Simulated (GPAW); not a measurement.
**Input and output of a self-consistent single point for Sr₂SeS (R-3m, 4 atoms in the cell) (GPAW)**

Level of theory: LDA (Perdew-Wang 92), GPAW PAW datasets LDA (gpaw-data 1.0.1) (plane waves; GPAW).

Input as run:

```python
from ase import Atoms
from ase.units import GPa
from gpaw import GPAW

atoms = Atoms(['Sr', 'Sr', 'Se', 'S'],
              cell=[[2.178155, 1.257558, 7.122173],
                    [-2.178155, 1.257558, 7.122173],
                    [0.000000, -2.515117, 7.122173]],
              scaled_positions=[[0.247180, 0.247180, 0.247180],
                                [0.752820, 0.752820, 0.752820],
                                [0.000000, 0.000000, 0.000000],
                                [0.500000, 0.500000, 0.500000]],
              pbc=True)

calc = GPAW(mode={'name': 'pw', 'ecut': 550},
            xc='LDA',
            kpts={'size': (6, 6, 6), 'gamma': True},
            occupations={'name': 'fixed-uniform'},
            nbands=-8,
            convergence={'bands': -6},
            symmetry={'symmorphic': False, 'tolerance': 0.0005},
            maxiter=100)

atoms.calc = calc

energy = atoms.get_potential_energy()
print('Energy (eV):', round(energy, 6))
forces = atoms.get_forces()
print('Forces (eV/Ang):')
print(forces.round(5))
stress = atoms.get_stress()
print('Stress (GPa, Voigt):', (stress / GPa).round(4))
```

Output (repeated stretches shortened):

```
Input parameters:
  convergence: {bands: -6}
  kpts: {gamma: True,
         size: (6, 6, 6)}
  maxiter: 100
  mode: {ecut: 550,
         name: pw}
  nbands: -8
  occupations: {name: fixed-uniform}
  symmetry: {symmorphic: False,
             tolerance: 0.0005}

species:
  Sr:
    name: Strontium
    Z: 38.0
    valence: 10
    core: 28
    charge: 0.0
    file: Sr.LDA.gz

    # Using partial waves for Sr as LCAO basis

  Se:
    name: Selenium
    Z: 34.0
    valence: 6
    core: 28
    charge: 0.0
    file: Se.LDA.gz

    # Using partial waves for Se as LCAO basis

  S:
    name: Sulfur
    Z: 16.0
    valence: 6
    core: 10
    charge: 0.0
    file: S.LDA.gz

    # Using partial waves for S as LCAO basis

Reference energy: -249635.227711  # eV

Spin-paired calculation

Convergence criteria:
 Maximum [total energy] change in last 3 cyles: 0.0005 eV / valence electron
 Maximum integral of absolute [dens]ity change: 0.0001 electrons / valence electron
 Maximum integral of absolute [eigenst]ate change: 4e-08 eV^2 / valence electron
 Maximum number of scf [iter]ations: 100

Symmetries present (total): 12
Symmetries with fractional translations: 0
216 k-points: 6 x 6 x 6 Monkhorst-Pack grid + [1/12,1/12,1/12]
32 k-points in the irreducible part of the Brillouin zone
       k-points in crystal coordinates                weights
   0:     0.00000000    0.00000000    0.00000000          1/216
   1:     0.16666667    0.00000000   -0.16666667          6/216
   2:     0.16666667    0.00000000    0.00000000          6/216
   [... 7 lines left out ...]
          ...
  31:     0.50000000    0.50000000    0.50000000          1/216

Wave functions: Plane wave expansion
  Cutoff energy: 550.000 eV
  Number of coefficients (min, max): 3406, 3452
  Pulay-stress correction: 0.000000 eV/Ang^3 (de/decut=0.000000)

Occupation numbers: # Uniform distribution of occupation numbers

Eigensolver

Densities:
  Coarse grid: 42*42*42 grid
  Fine grid: 84*84*84 grid
  Total Charge: 0.000000

Density mixing:
  Method: separate
  Backend: pulay
  Linear mixing parameter: 0.05
  old densities: 5
  Damping of long wavelength oscillations: 50

Hamiltonian:
  XC and Coulomb potentials evaluated on a 84*84*84 grid
  External potential:
    NoExternalPotential

Number of atoms: 4
Number of atomic orbitals: 18
Number of bands in calculation: 24
Number of valence electrons: 32
Bands to converge: 18

Density initialized from atomic densities
  18 bands from LCAO basis set
  6 bands from random numbers

Atomic positions and initial magnetic moments

Positions:
   0 Sr     0.000000   -0.000000    5.281376    ( 0.0000,  0.0000,  0.0000)
   1 Sr     0.000000   -0.000001   16.085143    ( 0.0000,  0.0000,  0.0000)
   2 Se     0.000000    0.000000    0.000000    ( 0.0000,  0.0000,  0.0000)
   3 S      0.000000   -0.000001   10.683260    ( 0.0000,  0.0000,  0.0000)

Unit cell:
           periodic     x           y           z      points  spacing
  1. axis:    yes    2.178155    1.257558    7.122173    42     0.0885
  2. axis:    yes   -2.178155    1.257558    7.122173    42     0.0885
  3. axis:    yes    0.000000   -2.515117    7.122173    42     0.0885

  Lengths:   7.553222   7.553222   7.553222
  Angles:   33.521303  33.521303  33.521305

Effective grid spacing dv^(1/3) = 0.1165

     iter     time        total  log10-change:
                         energy   eigst   dens
iter:   1 --:--:--   -21.832429   +0.46
iter:   2 --:--:--   -21.754292   +0.04  -1.12
iter:   3 --:--:--   -21.356497   -0.39  -1.16
iter:   4 --:--:--   -21.353948   -0.85  -1.44
iter:   5 --:--:--   -21.395685   -1.10  -1.49
iter:   6 --:--:--   -21.356480   -1.76  -1.89
iter:   7 --:--:--   -21.352445   -2.40  -2.39
iter:   8 --:--:--   -21.352075c  -3.04  -2.72
iter:   9 --:--:--   -21.352124c  -3.46  -3.18
iter:  10 --:--:--   -21.352071c  -4.08  -3.24
iter:  11 --:--:--   -21.352066c  -4.62  -3.84
iter:  12 --:--:--   -21.352063c  -5.06  -3.90
iter:  13 --:--:--   -21.352062c  -5.27  -3.89
iter:  14 --:--:--   -21.352061c  -6.05  -3.99
iter:  15 --:--:--   -21.352060c  -6.52  -4.03c
iter:  16 --:--:--   -21.352060c  -7.05  -4.22c
iter:  17 --:--:--   -21.352060c  -7.52c -4.28c

Converged after 17 iterations.

Dipole moment: (-0.000000, 0.000000, -0.000000) |e|*Ang

Energy contributions relative to reference atoms: (reference = -249635.227711)

Kinetic:        +16.133847
Potential:      -13.964349
External:        +0.000000
XC:             -23.105937
Entropy (-ST):   +0.000000
Local:           -0.415622
SIC:             +0.000000
--------------------------
Free energy:    -21.352060
Extrapolated:   -21.352060

Showing only first 2 kpts
 Kpt  Band  Eigenvalues  Occupancy
  0    14      3.80953    2.00000
  0    15      3.80953    2.00000
  0    16      6.69486    0.00000
  0    17      7.81305    0.00000

  1    14      3.03586    2.00000
  1    15      3.26496    2.00000
  1    16      7.93837    0.00000
  1    17      8.18130    0.00000

Fermi level: 4.87857

Gap: 2.138 eV
Transition (v -> c):
  (s=0, k=0, n=15, [0.00, 0.00, 0.00]) -> (s=0, k=28, n=16, [0.50, 0.50, 0.00])
Direct/indirect transitions are different
Direct gap: 2.660 eV
Transition at: (s=0, k=28, n=15, [0.50, 0.50, 0.00])
Energy (eV): -21.35206

Forces in eV/Ang:
  0 Sr    0.00000   -0.00000    0.01283
  1 Sr    0.00000    0.00000   -0.01283
  2 Se    0.00000    0.00000    0.00000
  3 S    -0.00000    0.00000    0.00000

Stress tensor:
     0.020252     0.000000     0.000000
    -0.000000     0.020252     0.000000
     0.000000     0.000000     0.020309
Stress (GPa, Voigt): [3.2447 3.2447 3.2538 0.     0.     0.    ]
```

The run converged in 17 iterations. GPAW prints stress with tension positive.

The starting cell comes from a database of computed structures (which also holds hypothetical and non-ambient phases and stackings), without a prior relaxation at this level. With a pressure of about -3 GPa the cell is away from its equilibrium volume at this level.

Cost on one core of a shared machine: roughly 70 s.
